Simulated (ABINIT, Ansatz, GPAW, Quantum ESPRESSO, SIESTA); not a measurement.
## CuZn (Pm-3m, 2 atoms in the cell) computed with different codes at matched settings

Self-consistent single point, at a second geometry (lattice scaled by 0.98). First geometry:

```xyz
2
Lattice="2.9500 0.0000 0.0000 0.0000 2.9500 0.0000 0.0000 0.0000 2.9500" Properties=species:S:1:pos:R:3 pbc="T T T"
Zn     1.4750     1.4750     1.4750
Cu     0.0000     0.0000     0.0000
```

Shared settings, as Ansatz (a first-principles code) writes them: kpoints.mp_grid.grid = 15 15 15; scf.occupations.method = gaussian; scf.occupations.width = 0.272 eV. Potentials and cutoffs stand in the table.

```json
[
 {"code": "ABINIT", "model": "PBE, PAW (JTH v2.0 PBE PAW)", "ΔF from the first geometry (meV/atom)": "26.5", "pressure (GPa)": "9.94", "cutoff": "30 Ha"},
 {"code": "Ansatz", "model": "PBE, default PAW files", "ΔF from the first geometry (meV/atom)": "27.4", "pressure (GPa)": "10.23", "cutoff": "default"},
 {"code": "GPAW", "model": "PBE, GPAW PAW datasets PBE (gpaw-data 1.0.1)", "ΔF from the first geometry (meV/atom)": "29.8", "pressure (GPa)": "10.49", "cutoff": "800 eV"},
 {"code": "SIESTA", "model": "GGA PBE, numerical atomic orbitals DZP, PseudoDojo PBE standard norm-conserving potentials (rewritten from UPF to PSML)", "ΔF from the first geometry (meV/atom)": "15.9", "pressure (GPa)": "8.09", "cutoff": "grid 300 Ry"},
 {"code": "Quantum ESPRESSO", "model": "PBE, PSlibrary PAW (PBE) pseudopotentials", "ΔF from the first geometry (meV/atom)": "27.0", "pressure (GPa)": "8.41", "cutoff": "50 Ry"}
]
```

For Quantum ESPRESSO (by 1.7 GPa) the energy change implies a higher mean pressure, against the two pressures, than for the other programs: a sign of finite-basis (Pulay) stress.

On Ansatz's run: spin polarisation is off.

The spread over the programs that give each value: ΔF from the first geometry within 13.9 meV/atom; pressure within 2.40 GPa.

SIESTA uses small atom-centred bases, whose incompleteness enters pressures, forces and empty levels differently from a plane-wave cutoff. Ansatz's pressure is given at a fixed set of plane waves, as the other plane-wave codes print theirs; with its correction for the finite basis it is 10.40 GPa. In the pressure, SIESTA (by 2.00) and Quantum ESPRESSO (by 1.67) lie more than 1 GPa from the median of the plane-wave programs.

The starting cell has typed, rounded lattice constants, without a prior relaxation at this level. For this run, on top of that: lattice scaled by 0.98.

Left out of this page: Elk and FLEUR (not drawn, or without a comparable value).

Keys are those of Ansatz 0.2.
